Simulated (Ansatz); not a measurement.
We consider TePt (model structure, Pm-3m, No. 221, 2 atoms in the cell), described by LDA (PAW; Ansatz, a quantum-chemistry and plane-wave program).

Numerical settings: plane-wave cutoff 520 eV, 16×16×16 k mesh, Fermi–Dirac smearing 0.05 eV, scalar-relativistic PAW data made under PBE.

Cell (relaxed at this level):

```cif
data_PtTe
_chemical_formula_sum 'Pt1 Te1'
_space_group_name_H-M_alt 'P 1'
_space_group_IT_number 1
_cell_length_a 3.37198
_cell_length_b 3.37198
_cell_length_c 3.37198
_cell_angle_alpha 90.000
_cell_angle_beta 90.000
_cell_angle_gamma 90.000
loop_
_space_group_symop_operation_xyz
  'x, y, z'
loop_
_atom_site_label
_atom_site_type_symbol
_atom_site_fract_x
_atom_site_fract_y
_atom_site_fract_z
_atom_site_occupancy
Pt1 Pt 0.00000 0.00000 0.00000 1
Te1 Te 0.50000 0.50000 0.50000 1
```

**Question.** Give the computed bulk modulus.

**Answer.** 
* **bulk modulus**: 157 GPa

The run finds no gap.

Note: the bulk modulus is −V dP/dV from two relaxed cells at ±2 % in volume; the relaxation could raise the start's symmetry but not lower it, so the cell can be a saddle point.

Spin–orbit coupling is not included; it can open a gap where bands touch, and shift volumes and moduli.

Computed values are for the static lattice.

A model structure was made by putting elements into a prototype or built by hand; it is no filed structure, need not be a known phase, and can be a saddle point held by its symmetry.
